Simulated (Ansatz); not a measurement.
# Effect of pressure −2 GPa on CdS

The parent structure is CdS in the wurtzite structure (space group P6_3mc, No. 186; a = 4.124 Å, c = 6.708 Å).

Now apply this change: hydrostatic tension (pressure −2 GPa).

All numbers come from PBEsol in Ansatz (plane waves to 420 eV, PAW, no spin-orbit coupling). Settings: 9×9×5 k-points, 0.05 eV Fermi–Dirac smearing.

- Volume per atom = 25.60 Å³ (base 24.71 Å³)
- Density = 4.69 g/cm³ (base 4.86 g/cm³)
- Lattice parameter a = 4.173 Å (base 4.124 Å)
- Shortest interatomic distance = 2.551 Å (base 2.521 Å)
- Enthalpy H = E + PV relative to the base's energy = -0.31 eV/atom
- Band gap = 1.02 eV (base 1.09 eV)
- Gap character = direct at Γ (base direct at Γ)
- Mean gap deformation potential ΔEg/Δln V = -2.2 eV
- Width of the top valence band = 1.64 eV (base 1.74 eV)
- Electron mass = 0.11 mₑ along c, 0.12 mₑ across (at Γ) (base 0.11 mₑ along c, 0.12 mₑ across (at Γ))
- Valence-band top at Γ (three highest levels, from the VBM) = 0.00, 0.00, -0.04 eV (base 0.00, 0.00, -0.05 eV)

Final structure:

```xyz
4
Lattice="4.1731 0.0000 0.0000 -2.0866 3.6140 0.0000 0.0000 0.0000 6.7888" Properties=species:S:1:pos:R:3 pbc="T T T"
Cd     0.0000     2.4094     0.0012
Cd     2.0866     1.2047     3.3956
S      0.0000     2.4094     2.5582
S      2.0866     1.2047     5.9526
```

Load acts through the strain it causes; cell and atoms are relaxed under it. Effective masses come from finite differences of ±0.01 Å⁻¹. No phonon test of stability was made.

Ansatz is an electronic-structure program.
